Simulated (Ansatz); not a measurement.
Consider the following.

```xyz
10
Lattice="2.5481 1.4822 4.6080 -2.5481 1.4822 4.6080 0.0000 -2.9645 4.6080" Properties=species:S:1:pos:R:3 pbc="T T T"
Li     0.0035    -0.0013     3.8848
Li    -0.0035    -0.0013    10.7968
Nb    -0.0041     0.0066    13.8006
Nb     0.0041     0.0066     6.8886
O     -0.6491    -1.4358     5.4758
O      1.5544     0.1518     5.4694
O     -0.9070     1.2787     5.4749
O     -1.6411    -0.2035     7.7789
O      0.6491     1.5287     7.7798
O      0.9937    -1.3305     7.7734
```

No spin polarisation.

The values are results of PBEsol/PAW in Ansatz (a quantum-chemistry and plane-wave program), scalar-relativistic without spin-orbit coupling, not measurements. k-mesh 8×8×8 (Γ-centred); smearing 0.05 eV (Fermi–Dirac).

Question: Predict the pressure and space group.

Answer: The pressure (mean of the normal stresses, compression positive) is 0.85 GPa and the space group is Cc (No. 9).

The cells carry an imposed strain or load. Whether these cells are dynamically stable was not tested. The cell was made from LiNbO3 (space group R3c, No. 161) by this change: uniaxial strain ε_xx = −0.75 %.
